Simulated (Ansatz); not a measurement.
Base system: AlN in the wurtzite structure (space group P6_3mc, No. 186; a = 3.130 Å, c = 5.018 Å). Axes: x lies along a and z along c of the hexagonal cell.

Level of theory: PBE (Ansatz, a first-principles code), no spin-orbit coupling.

Perturbation: an isotropic linear strain of +0.60 %, atoms relaxed at fixed cell.

Problem. Predict the stress tensor and what it implies for the stiffness.

Solution. Stress of the strained cell less that of the base (GPa, compression positive):
```
  -3.43    0.00    0.00
   0.00   -3.43    0.00
   0.00    0.00   -3.19
```

Then B = −ΔP/(ΔV/V₀) with ΔV/V₀ = 0.0181 gives secant stiffness values (nonlinear terms included at this strain): B (at held cell shape, above the free-shape value) ≈ 185 GPa.

Stability against distortions was not tested.
